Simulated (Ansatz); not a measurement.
Abridged Ansatz (a first-principles code) output:

```
Relaxation: its limit of steps is 50 (relax.max_steps)
Pseudopotential: Ag, paw, valence charge 19
Crystal: 1 atoms, lattice volume = 17.284 Å³
Basis set: ecut = 500 eV, 411 PW (Γ), exchange–correlation on 96×96×96 points (64 copies of the dense FFT grid, shifted against one another)
Bands: 14, of which v1, the nominal top of the filled ones, is band 10 counted from 1 (9 counted from 0)
Symmetry: 16 space group operations
k-points: 1639 of 21952
Functional: x = r2scan, c = r2scan; τ floored in thin density (d = 2e-4 eV/Å³)
SCF iter   1: F=—  HF=-7603.952656 eV  |F-HF|=—  |Δ(HF+E_count)|=         —  Δρ=1.08e-2  dr2=1.87e-2  dr2_τ=5.74e-4  ethr=1.77e-3  ⟨swp⟩=4.5  Hψ=117267  notcnv=0
SCF iter   2: F=—  HF=-7603.949190 eV  |F-HF|=—  |Δ(HF+E_count)|=   3.47e-3  Δρ=5.43e-3  dr2=3.52e-3  dr2_τ=4.51e-4  ethr=9.86e-5  ⟨swp⟩=1.0  Hψ=36065  notcnv=0
SCF 1 converged in 6 iterations: F = -7603.949355 eV  dr2 = 5.10e-9
relax step   1: F+E_penalty+E_count = -7603.94935524 eV  Δ(F+E_penalty+E_count) = +0.000e0 eV  max|allowed force component| = 0.000e0 eV/Å  Δτ_max = 0.0000 Å  P = -0.000 GPa  Ω = 17.284 Å³  (6 SCF iters, dr2 threshold 1.00e-7 eV, accepted)
[... steps on the carried basis left out ...]
relax step   8: F+E_penalty+E_count = -7603.94105784 eV  Δ(F+E_penalty+E_count) = -2.121e-6 eV  max|allowed force component| = 0.000e0 eV/Å  Δτ_max = 0.0000 Å  P = -1.000 GPa  Ω = 17.502 Å³  stress off target by 3.54e-4 GPa  SCF on the basis re-selected at this cell (its energy is not comparable with the rows above)  (4 SCF iters)
SCF converged after 4 iterations
Free energy (F): -7603.941058 eV
Internal energy: -7603.932329 eV  (E = F + TS)
E sigma→0 (E₀):  -7603.936694 eV
Entropy (-TS):   -0.008729 eV (-8.729 meV/atom)
Fermi energy:    16.819733 eV
--- Forces (eV/Å), atoms counted from 1 ---
  atom   1  Ag     0.00000000    -0.00000000     0.00000000
--- Stress (GPa, compression-positive) ---
       -2.999646       0.000000       0.000000
        0.000000       0.000351      -0.000000
        0.000000      -0.000000       0.000351
  P = ⅓ Tr σ = -0.9996 GPa (-9.996 kbar)
--- Relaxed structure (6 steps of the walk, 6 accepted, 2 SCFs on fresh bases) ---
  cell:  # Å, volume = 17.5019 Å³
    - [-1.6766958595747053e-33, 2.010509986575313, 2.010509986575313]
    - [2.16491973177933, -1.7161042296259967e-33, 2.010509986575313]
    - [2.16491973177933, 2.010509986575313, -2.0300597370640282e-35]
  atoms:
    - { symbol: Ag, position: [0.0, 0.0, 0.0] }
```

What was computed, and what are the main results?

Ag, 1 atom in the cell, with plane-wave PAW DFT at the r2SCAN level (Ansatz, 500 eV), scalar-relativistic without spin-orbit coupling, from a series relaxed to a target (uniaxial stress, 3 GPa tension along x). The last SCF converged to F = -7603.941058 eV, or -7603.9411 eV per atom. The total energy compares only with runs of the same code, potentials and settings.

Load acts through the strain it causes; cell and atoms are relaxed under it. Beyond what the load breaks, stability against distortions was not tested. The cell was made from Ag in the fcc (Cu type) structure (space group Fm-3m, No. 225) by this change: uniaxial stress, 3 GPa tension along x.

Keys are those of Ansatz 0.2.
